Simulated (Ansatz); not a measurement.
The starting structures come from a database of crystals and need not be the phases stable at ambient conditions.

 Where the default PAW files enter, the runs use the earlier of Ansatz's two default sets.

# Evanescent states of K2MgCl4 (I4/mmm, not sure to be the ambient phase, 7 atoms a cell, 27.1 Å³ an atom) along the normal of (101)

Level of theory: r2SCAN (plane waves, PAW; Ansatz, a quantum-chemistry and plane-wave program).

The gap is the functional's own. No spin-orbit coupling. Mid-gap values are interpolated on the energy grid.

Energies count from the valence-band top; κ is the least over a 6×4 mesh across the current.

```tsv
E (eV)	κ (1/Å)	where
0.13	0.259	Γ
0.39	0.314	Γ
0.65	0.350	Γ
0.91	0.377	Γ
1.17	0.395	Γ
1.43	0.409	Γ
1.69	0.418	Γ
1.95	0.424	Γ
2.21	0.426	Γ
2.47	0.425	Γ
2.73	0.422	Γ
2.99	0.416	Γ
3.25	0.408	Γ
3.51	0.396	Γ
3.77	0.382	Γ
4.03	0.365	Γ
4.29	0.343	Γ
4.55	0.318	Γ
4.81	0.286	Γ
5.07	0.247	Γ
5.33	0.194	Γ
5.59	0.110	Γ
```

**Question.** How thick must the barrier be to attenuate the transmission by 10^4 when the electrodes' Fermi level lies at 1.17 eV, and what attenuation does that film give at 5.07 eV?

**Answer.** d = 4 ln 10 / (2 × 0.395) = 11.7 Å. At 5.07 eV it gives 4 × 0.247/0.395 = 2.5 decades.
